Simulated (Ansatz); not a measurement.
Consider Nb in the bcc (W type) structure (space group Im-3m, No. 229; a = 3.303 Å).

Structures relaxed with r2SCAN (Ansatz, an electronic-structure program), no SOC, earlier PAW set.

Base:

Simulated powder pattern, Cu Kα, λ = 1.54184 Å (kinematic, ideal powder, no thermal factors, no anomalous dispersion; the 8 strongest lines at most, above 2 %, up to 2θ = 90°):

| 2θ (°) | I/Imax (%) | hkl |
|---|---|---|
| 38.55 | 100 | (110) |
| 55.65 | 17 | (200) |
| 69.74 | 33 | (211) |
| 82.62 | 11 | (220) |

After one change:

Simulated powder pattern, Cu Kα, λ = 1.54184 Å (kinematic, ideal powder, no thermal factors, no anomalous dispersion; the 8 strongest lines at most, above 2 %, up to 2θ = 90°):

```csv
2θ (°),I/Imax (%)
39.05,100
56.42,17
70.75,33
83.90,11
```

### Question
What was done to the base?
A. pressure 15 GPa
B. pressure −2 GPa
C. pressure 7 GPa
D. pressure 30 GPa

### Answer
C, pressure 7 GPa. Its volume per atom is 17.35 Å³ against 18.02 Å³, and its space group is Im-3m (No. 229).

Load acts through the strain it causes; cell and atoms are relaxed under it. Stability against distortions was not tested. Competing high-pressure phases were not computed. The final runs are not spin-polarised.
